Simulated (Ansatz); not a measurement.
Data:

```xyz
2
Lattice="0.0000 2.2742 2.2742 2.2742 0.0000 2.2742 2.2742 2.2742 0.0000" Properties=species:S:1:pos:R:3 pbc="T T T"
P      3.4113     3.4113     3.4113
B      0.0000     0.0000     0.0000
```

No spin polarisation.

Computed with PBE (Ansatz, a program for electronic structure), without spin-orbit coupling. Settings: 12×12×12 k-points, 0.05 eV Fermi–Dirac smearing.

Q: Predict the smallest direct gap, band gap, electron mass and hole mass.

A: The smallest direct gap is 3.39 eV. The band gap is 1.25 eV and the electron mass is 1.3 mₑ along k, 0.23 mₑ across (off the special points). The hole mass (degenerate bands, along [100]) comes out as 0.26, 0.26, 0.33 mₑ (at Γ).

Masses are band curvatures over ±0.01 Å⁻¹ around the edge. Along k means along the line from Γ to the band edge. No phonon test of stability was made. The cell was made from BAs by this change: As → P.
